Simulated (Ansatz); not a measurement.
Consider CaIr2 in the cubic Laves (MgCu2 type) structure (space group Fd-3m, No. 227; a cell from a computed database, its experimental status unchecked).

```
CaIr2
1.0
    0.00000     3.74273     3.74273
    3.74273     0.00000     3.74273
    3.74273     3.74273     0.00000
Ca Ir
2 4
Direct
  0.75000   0.75000   0.75000
  0.50000   0.50000   0.50000
  0.12500   0.12500   0.12500
  0.62500   0.12500   0.12500
  0.12500   0.12500   0.62500
  0.12500   0.62500   0.12500
```

Levels (all Ansatz, a program for electronic structure, PAW): PBEsol (420 eV, no SOC); PBEsol+SOC (420 eV, noncollinear with spin-orbit coupling).

The geometry is relaxed with PBEsol.

PBEsol pressure: 0.0 GPa

Problem. How does going to PBEsol+SOC change the pressure?

Solution. The pressure goes from zero to 0.5 GPa.

Single points use the geometry relaxed with PBEsol. Differences between runs with and without spin-orbit coupling are approximate. Stability against distortions was not tested. The runs without spin-orbit coupling are not spin-polarised. CaIr2 has a high density of states at the Fermi level and may be magnetic at this level.
